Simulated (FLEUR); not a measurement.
A self-consistent single point of Rb3Ba (I4/mmm, 4 atoms in the cell) with FLEUR.

Computed with PBEsol, all-electron FLAPW (FLEUR), scalar-relativistic valence.

The change in words: lattice scaled by 0.98. Reference geometry:
```
CELL_PARAMETERS angstrom
     -3.38259     3.38259     7.39567
      3.38259    -3.38259     7.39567
      3.38259     3.38259    -7.39567
ATOMIC_POSITIONS crystal
  Rb 0.75000 0.25000 0.50000
  Rb 0.25000 0.75000 0.50000
  Rb 0.50000 0.50000 0.00000
  Ba 0.00000 0.00000 0.00000
```

Reference input (self-consistent single point, DFT, PBEsol, all-electron FLAPW (FLEUR), scalar-relativistic valence): Kmax = 3.8 1/bohr; GmaxXC = 15.2 1/bohr; xcFunctional = PBEs; jspins = 1; l_soc = F; mode = hist; fermiSmearingEnergy = 0.00367493 Htr; mesh (inpgen div1-3) = 5 5 5; inpgen gamma flag = false; Gmax = 15.2 1/bohr; numbands = 0; maxIterBroyd = 15. This run's input differs from it in these lines:

```diff
@@ -3,6 +3,6 @@
 &input film=f /
--0.3840383205 0.3840383205 0.8396601317
-0.3840383205 -0.3840383205 0.8396601317
-0.3840383205 0.3840383205 -0.8396601317
-16.6445919360
+-0.3840383163 0.3840383163 0.8396601355
+0.3840383163 -0.3840383163 0.8396601355
+0.3840383163 0.3840383163 -0.8396601355
+16.3116988975
 1.0 1.0 1.0
@@ -46,5 +46,5 @@
          <bravaisMatrix>
-            <row-1>   -6.3921611325092833     6.3921611325092833    13.9758002570745195</row-1>
-            <row-2>    6.3921611325092833    -6.3921611325092833    13.9758002570745195</row-2>
-            <row-3>    6.3921611325092833     6.3921611325092833   -13.9758002570745195</row-3>
+            <row-1>   -6.2643173805884667     6.2643173805884667    13.6962833065100504</row-1>
+            <row-2>    6.2643173805884667    -6.2643173805884667    13.6962833065100504</row-2>
+            <row-3>    6.2643173805884667     6.2643173805884667   -13.6962833065100504</row-3>
          </bravaisMatrix>
```

Log, with long lists cut:

```
 Iteration:     1   Distance:       1.36170700 me/bohr^3
 Iteration:     2   Distance:       1.28622260 me/bohr^3
 Iteration:     3   Distance:       0.31976410 me/bohr^3
 Iteration:     4   Distance:       0.20753470 me/bohr^3
 Iteration:     5   Distance:       0.10128679 me/bohr^3
   [... 6 lines left out ...]
 Iteration:    12   Distance:       0.00008639 me/bohr^3
 Iteration:    13   Distance:       0.00005068 me/bohr^3
 Iteration:    14   Distance:       0.00001079 me/bohr^3
 Iteration:    15   Distance:       0.00000602 me/bohr^3
 Run finished successfully
 Stop message:
   Structural relaxation: Done

[file out, last iteration]
             iter=     16
[...]
          total density-effective poten   -2.8151651484E+04
          total charge density-energy d   -4.9194001838E+02
 Updated energy parameters for spin:           1
[...]
 fermi energy and band-weighting factors:

[...]
FERMIE:
          first approx. to ef    (T=0)  :   0.087212 htr   (energy of the highest occ. eigenvalue)
          number of occ. states  (T=0)  :        332
          first approx. to seigv (T=0)  : -16.989365 htr
          sum of weights of occ. states :  18.512000
          sum of semicore charge        :   0.000000 e
FERHIS:  Fermi-Energy by histogram:
          bandgap                     :   0.000907 htr
   [... lines left out ...]
          charge neutrality (T=0)     :   0.024000    (zero if the highest occ. eigenvalue is "entirely" occupied)
     EF_NEWTON:  Adjust Fermi-Energy by Newton-Method.
 Direct bandgap for spin            1 :    7.7015789734832391E-003  Htr
 ---->    free energy=                    -17075.0591405021 htr
   [... lines left out ...]
 TOTAL FORCE FOR ATOM TYPE=  1  X=  6.264   Y=  0.000   Z= -6.848
                       FX_TOT= 0.000000 FY_TOT= 0.000000 FZ_TOT= 0.000000
 TOTAL FORCE FOR ATOM TYPE=  2  X=  0.000   Y=  0.000   Z= 13.696
                       FX_TOT= 0.000000 FY_TOT= 0.000000 FZ_TOT= 0.000000
 TOTAL FORCE FOR ATOM TYPE=  3  X=  0.000   Y=  0.000   Z=  0.000
                       FX_TOT= 0.000000 FY_TOT= 0.000000 FZ_TOT= 0.000000
 Structural relaxation: Done
```

The run converged in 15 iterations. FLEUR gives forces in its relaxation mode, with a further iteration, so its stop message speaks of a relaxation. Against the reference run the free energy drops by 5.5 meV/atom.

The starting cell comes from a database of computed structures (which also holds hypothetical and non-ambient phases and stackings), without a prior relaxation at this level. Its lattice was rescaled by a random factor within 2.5 % of one. For this run, on top of that: lattice scaled by 0.98. Values depend on the basis (sphere radii, cutoffs, local orbitals), which need not be converged. The log's line on a gap gives a spacing of levels on this mesh, which the program prints for metals too.

Cost on one core of a shared machine: roughly 7 min.
